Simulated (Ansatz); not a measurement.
An Ansatz (a first-principles code) run: Si with a change (Si → Ru); r2SCAN/PAW in Ansatz, without spin-orbit coupling, earlier PAW set.

Input:

Ansatz 0.2 input:
```yaml
crystal:
  lattice:
    - [0, 2.7079416837, 2.7079416837]
    - [2.7079416837, 0, 2.7079416837]
    - [2.7079416837, 2.7079416837, 0]
  atoms:
    - { symbol: Ru, position: [0.5, 0.5, 0.5] }
    - { symbol: Ru, position: [0.75, 0.75, 0.75] }
basis: { ecutwfc: 500, ecutrho_ratio: 4, xc_grid: 4, fft_grid_basis: typed }
kpoints: { mp_grid: { grid: [15, 15, 15] } }
hamiltonian:
  xc: r2scan
  dispersion: none
  pseudopotentials: { azcp: { folder: ./paw }, kind: paw }
scf: { occupations: { method: fermi_dirac, width: 0.05 }, convergence: { dr2_threshold: 0.0000000002 } }
output: { forces: true, stress: true }
checkpoint: { write: state.ck, write_every: 1000 }
```

Output:

```
WARN ansatz: RAYON_NUM_THREADS=2 ignored (pool sized by the plan → 2); use --threads N
Pseudopotentials: kind: paw
Pseudopotential: Ru, paw, valence charge 16
Functional definition: r2SCAN
Crystal: 2 atoms, lattice volume = 39.714 Å³
Basis set: ecut = 500 eV, 965 PW (Γ), exchange–correlation on 120×120×120 points (64 copies of the dense FFT grid, shifted against one another)
Bands: 20, of which v1, the nominal top of the filled ones, is band 16 counted from 1 (15 counted from 0)
Symmetry: 48 space group operations
Space group: Fd-3m (ITA 227), of the structure as read, at distance tolerance 3.4e-5 Å
k-points: 120 of 3375
PAW frozen core: Ru, regenerated for the run's functional
Initial density: superposition of atomic densities (chi_scale 0.1, normalization cell)
Initial wavefunctions: pseudopotential atomic-orbital guess
Eigensolver: davidson
Functional: x = r2scan, c = r2scan; τ floored in thin density (d = 2e-4 eV/Å³)
SCF iter   1: F=—  HF=-11779.270724 eV  |F-HF|=—  |Δ(HF+E_count)|=         —  Δρ=7.09e-2  dr2=1.53e0  dr2_τ=6.12e-2  ethr=3.10e-3  ⟨swp⟩=5.9  Hψ=10737  notcnv=0
all-band conjugate gradients solve this SCF's bands
preconditioner: auto → Kerker (q_TF=auto, 2.632 Å⁻¹)
SCF iter   2: F=—  HF=-11779.103948 eV  |F-HF|=—  |Δ(HF+E_count)|=   1.67e-1  Δρ=3.39e-2  dr2=2.72e-1  dr2_τ=3.42e-2  ethr=3.10e-3  ⟨swp⟩=3.0  Hψ=5418  notcnv=0
SCF iter   3: F=—  HF=-11779.155453 eV  |F-HF|=—  |Δ(HF+E_count)|=   5.15e-2  Δρ=1.01e-2  dr2=1.98e-2  dr2_τ=1.93e-3  ethr=8.51e-4  ⟨swp⟩=2.0  Hψ=3851  notcnv=0
SCF iter   4: F=—  HF=-11779.169868 eV  |F-HF|=—  |Δ(HF+E_count)|=   1.44e-2  Δρ=1.65e-3  dr2=1.48e-3  dr2_τ=4.89e-5  ethr=6.19e-5  ⟨swp⟩=2.0  Hψ=3857  notcnv=0
SCF iter   5: F=—  HF=-11779.169979 eV  |F-HF|=—  |Δ(HF+E_count)|=   1.11e-4  Δρ=5.76e-4  dr2=9.32e-5  dr2_τ=1.30e-5  ethr=4.64e-6  ⟨swp⟩=2.0  Hψ=3370  notcnv=0
SCF iter   6: F=—  HF=-11779.170009 eV  |F-HF|=—  |Δ(HF+E_count)|=   2.98e-5  Δρ=1.42e-4  dr2=1.31e-5  dr2_τ=2.71e-7  ethr=2.91e-7  ⟨swp⟩=2.2  Hψ=4113  notcnv=0
SCF iter   7: F=—  HF=-11779.170015 eV  |F-HF|=—  |Δ(HF+E_count)|=   5.99e-6  Δρ=4.16e-5  dr2=1.26e-6  dr2_τ=3.42e-8  ethr=4.08e-8  ⟨swp⟩=2.1  Hψ=3254  notcnv=0
SCF iter   8: F=—  HF=-11779.170015 eV  |F-HF|=—  |Δ(HF+E_count)|=   1.37e-7  Δρ=6.10e-6  dr2=1.39e-8  dr2_τ=5.38e-10  ethr=3.93e-9  ⟨swp⟩=2.0  Hψ=3373  notcnv=0
SCF iter   9: F=—  HF=-11779.170015 eV  |F-HF|=—  |Δ(HF+E_count)|=   1.27e-8  Δρ=1.77e-6  dr2=1.55e-9  dr2_τ=8.74e-11  ethr=4.36e-11  ⟨swp⟩=2.0  Hψ=3411  notcnv=0
SCF iter  10: F=-11779.170015 eV  HF=-11779.170015 eV  |F-HF|=1.09e-11  |Δ(HF+E_count)|=  1.86e-10  Δρ=2.05e-7  dr2=1.18e-11  dr2_τ=4.30e-13  ethr=1.00e-12  ⟨swp⟩=4.9  Hψ=9267  notcnv=0
SCF 1 converged in 10 iterations: F = -11779.170015 eV  dr2 = 1.18e-11
SCF converged after 10 iterations
Free energy (F): -11779.170015 eV
Harris-Foulkes:  -11779.170015 eV  (|F-HF|=1.09e-11)
Internal energy: -11779.156884 eV  (E = F + TS)
E sigma→0 (E₀):  -11779.163449 eV
Entropy (-TS):   -0.013131 eV (-6.565 meV/atom)
Fermi energy:    14.378552 eV
--- Per-component energies (eV) ---
  E_band       = -414.340040
  E_kinetic    = 916.905256
  E_local      = -3861.366944  (includes V_loc(G=0)·N_el)
  E_nonlocal   = 834.018094
  E_hartree    = 1364.032970
  E_xc         = -323.524509
  E_vxc        = -473.752992  (∫ρ·V_xc dr)
  E_paw        = -7042.088742  (= ΣΔE_a)
  E_vpaw       = -592.651595  (= ΣTr[D̂ρ^β])
  E_aug_tail   = 0.001277  (compensation charges beyond the density's cutoff)
  E_vtau       = 34.441067  (kinetic-family band-sum trace: ∫τ·v_τ [+ j·A + Jᵃ·Aᵃ] dr)
  E_ewald      = -3666.512380
  E_core_change = -0.621905  (= ΣΔE_core)
  E_smearing   = -0.013131  (= −TS)
  E_closure    = 0.000000  (closes the sum)
  Σ components = -11779.170015   (vs F -11779.170015, Δ=0.00e0)
  [band-id]    e_kinetic+e_local+e_nonlocal+2·e_hartree+e_vxc+e_vpaw+e_augmentation_tail+e_vtau = -414.339897   (vs E_band -414.340040, Δ=1.43e-4)
--- Forces (eV/Å), atoms counted from 1 ---
  atom   1  Ru    -0.00000000     0.00000000     0.00000000
  atom   2  Ru     0.00000000    -0.00000000     0.00000000
  max |Σ_I F_I| component: 2.78e-17 eV/Å
--- Stress (GPa, compression-positive) ---
       -0.004350       0.000000      -0.000000
        0.000000      -0.004350       0.000000
       -0.000000       0.000000      -0.004350
  P = ⅓ Tr σ = -0.0043 GPa (-0.043 kbar)
  The stress holds the Pulay correction. Without it, at fixed plane waves, as pw.x and ABINIT print it: P = -0.0546 GPa
  The stress includes an estimate of the error left by incomplete SCF convergence (largest component -0.0001 GPa).
--- Band table ---
  band table: none
```

Stability against distortions was not tested. All final runs are without spin polarisation. The cell was made from Si by this change: Si → Ru; the result is a hypothetical phase, not in the database extracts checked.
